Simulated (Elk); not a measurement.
Band structure of HoGa2 (P6/mmm, 3 atoms in the cell).

```
HoGa2
1.0
    4.15613     0.00000     0.00000
   -2.07807     3.59931     0.00000
    0.00000     0.00000     4.09168
Ho Ga
1 2
Cartesian
  0.00000   0.00000   0.00000
  2.07807   1.19977   2.04584
  0.00000   2.39954   2.04584
```
Moments meant for the start (each program seeds them in its own way; μB, in the order of the atoms Ho Ga Ga): 4.0 0.0 0.0.

Method of the run: PBEsol, all-electron FP-LAPW, Elk's shipped species files, APW+lo basis with extra local orbitals (Elk).

Settings: xctype = 22; spinpol = true; rgkmax = 7.5; swidth = 0.00499791 Ha; ngridk = 8 8 7; reducebf = 0.5; gmaxvr = 16 1/bohr; nxlo = 2; lorbcnd = true; rmtscf = 0.89; lmaxi = 3; nempty = 8 per atom; maxscl = 100; bfcmt = [[0.0, 0.0, -1.0], [0.0, 0.0, 0.0], [0.0, 0.0, 0.0]].

The starting cell comes from a database of computed structures (which also holds hypothetical and non-ambient phases and stackings), without a prior relaxation at this level. Spin-orbit coupling is off. With one magnetic atom in the cell only a parallel order is possible. With U or open f shells several self-consistent states can exist. The f electrons are in the valence without U or exact exchange, which can misplace them near the Fermi level. Spin-orbit terms, which matter for f shells, are left out. Values depend on the basis (sphere radii, cutoffs, local orbitals), which need not be converged.

Levels in eV from the Fermi level, bands 22 to 29 of the first spin channel:
```csv
point,22,23,24,25,26,27,28,29
Γ,-2.58,-0.66,-0.66,0.05,0.14,1.57,3.81,3.81
M,-2.61,-2.59,-1.03,-0.64,-0.38,3.31,3.79,4.08
K,-2.63,-2.61,-2.59,0.61,0.61,2.90,2.90,3.04
A,-2.63,-2.57,1.06,1.06,1.17,1.17,2.20,2.20
L,-2.61,-2.58,-2.04,-1.65,-1.27,2.43,4.26,4.83
H,-2.61,-2.61,-2.57,-1.13,-1.13,2.74,4.70,4.70
```

Bands cross the Fermi level along this path, so the cell is metallic at this level.

The net moment of the cell came out as 3.65 μB.
